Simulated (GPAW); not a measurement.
Input and output of a self-consistent single point for LiMg₃ (P6_3/mmc, 8 atoms in the cell) (GPAW).

Computed with LDA (Perdew-Wang 92), GPAW PAW datasets LDA (gpaw-data 1.0.1) (plane waves; GPAW 25.7.0).

```
CELL_PARAMETERS angstrom
      6.27104     0.00000     0.00000
     -3.13552     5.43088     0.00000
      0.00000     0.00000     5.06495
ATOMIC_POSITIONS crystal
  Li 0.66667 0.33333 0.75000
  Li 0.33333 0.66667 0.25000
  Mg 0.16737 0.33475 0.75000
  Mg 0.83262 0.66525 0.25000
  Mg 0.83262 0.16737 0.25000
  Mg 0.16737 0.83262 0.75000
  Mg 0.66525 0.83262 0.75000
  Mg 0.33475 0.16737 0.25000
```

Reference input (self-consistent single point, DFT PBEsol, plane waves, GPAW PAW datasets PBEsol (made by gpaw-setup)): mode = pw; ecut = 850 eV; xc = PBEsol; kpts = 5 5 5; mesh shift (steps) = 0 0 0; occupations.name = fermi-dirac; occupations.width = 0.136 eV; nbands = -16; convergence.density = 1e-05 e/electron; convergence.energy = 1e-05 eV/electron; symmetry.symmorphic = false; symmetry.tolerance = 0.0005. This run's input differs from it in these lines:

```diff
@@ -19,3 +19,3 @@
 calc = GPAW(mode=PW(850),
-            xc='PBEsol',
+            xc='LDA',
             kpts=(5, 5, 5),
```

Its files differ too (potentials: GPAW PAW datasets LDA (gpaw-data 1.0.1)).

Log, with long lists cut:

```
     iter     time        total  log10-change:
                         energy   eigst   dens
iter:   1 --:--:--   -16.045598
iter:   2 --:--:--   -16.075858   -0.55  -1.44
iter:   3 --:--:--   -15.828396   -1.13  -1.47
iter:   4 --:--:--   -15.842971   -1.82  -1.81
iter:   5 --:--:--   -15.812364   -2.31  -1.90
iter:   6 --:--:--   -15.808228   -3.61  -2.47
iter:   7 --:--:--   -15.804093   -3.99  -2.43
iter:   8 --:--:--   -15.804105   -5.01  -3.18
iter:   9 --:--:--   -15.804088c  -6.16  -3.35
iter:  10 --:--:--   -15.804058c  -6.14  -3.39
iter:  11 --:--:--   -15.804069c  -7.16  -4.23
iter:  12 --:--:--   -15.804072c  -7.97c -4.56
iter:  13 --:--:--   -15.804069c  -8.84c -4.59
iter:  14 --:--:--   -15.804069c  -9.67c -4.66
iter:  15 --:--:--   -15.804070c  -8.58c -4.69
iter:  16 --:--:--   -15.804069c  -9.13c -4.83
iter:  17 --:--:--   -15.804069c -10.00c -4.88
iter:  18 --:--:--   -15.804070c  -9.51c -4.92
iter:  19 --:--:--   -15.804070c -10.43c -5.09c
Converged after 19 iterations.

Dipole moment: (-0.000000, 0.000000, 0.000000) |e|*Ang

Energy contributions relative to reference atoms: (reference = -32962.597692)

Kinetic:         -7.613344
Potential:      +15.286982
External:        +0.000000
XC:             -22.900281
Entropy (-ST):   -0.172865
Local:           -0.490994
SIC:             +0.000000
--------------------------
Free energy:    -15.890503
Extrapolated:   -15.804070

Showing only first 2 kpts
 Kpt  Band  Eigenvalues  Occupancy
  0    29      1.12875    1.99998
  0    30      1.52215    1.99963
  0    31      1.53248    1.99960
  0    32      2.94703    0.26246

  1    29      1.34555    1.99990
  1    30      1.34556    1.99990
  1    31      2.16274    1.95940
  1    32      4.29392    0.00002

Fermi level: 2.68997

No gap
   [... lines left out ...]
  2 Mg    0.00000    0.06266   -0.00000
  3 Mg    0.00000   -0.06266   -0.00000
  4 Mg   -0.05427    0.03133   -0.00000
  5 Mg    0.05427   -0.03133   -0.00000
  6 Mg   -0.05427   -0.03133    0.00000
  7 Mg    0.05427    0.03133    0.00000

Stress tensor:
     0.006939     0.000000     0.000000
     0.000000     0.006939     0.000000
     0.000000     0.000000     0.012036
Stress (GPa, Voigt): [1.1117 1.1117 1.9284 0.     0.     0.    ]
```

The run converged in 19 iterations. GPAW prints stress with tension positive. Against the reference run the pressure goes from -0.06 to -1.38 GPa and the largest force goes from 0.076 to 0.063 eV/Å.

The starting cell comes from a database of computed structures (which also holds hypothetical and non-ambient phases and stackings), without a prior relaxation at this level.

Cost on one core of a shared machine: roughly 2 min.
